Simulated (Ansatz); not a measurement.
Zr on the W site in bcc W (start: the W site; 54-site cell, 4×4×4 shifted sampling), impurity bounded by its compound with the host (Δμ(W) = 0.00 eV, Δμ(Zr) = -0.44 eV, bounded by ZrW2 (Fd-3m); only phases computed here count, gases as isolated molecules at 0 K). All values below come from PBE, PAW (plane waves to 420 eV; Ansatz, an electronic-structure program). In charge state 0 (not spin-polarised) the formation energy is 0.48 eV. The crystal has 6.19 × 10^22 W sites per cm³.

**Question.** Estimate the equilibrium concentration at 1100 K in the dilute limit, leaving out vibrational entropy and degeneracy.

**Answer.** kT = 0.0948 eV; c = N exp(−E_f / kT) = 6.19 × 10^22 × exp(−5.1) ≈ 4 × 10^20 cm^-3. An error of 0.2 eV in E_f moves this by a factor of 8.
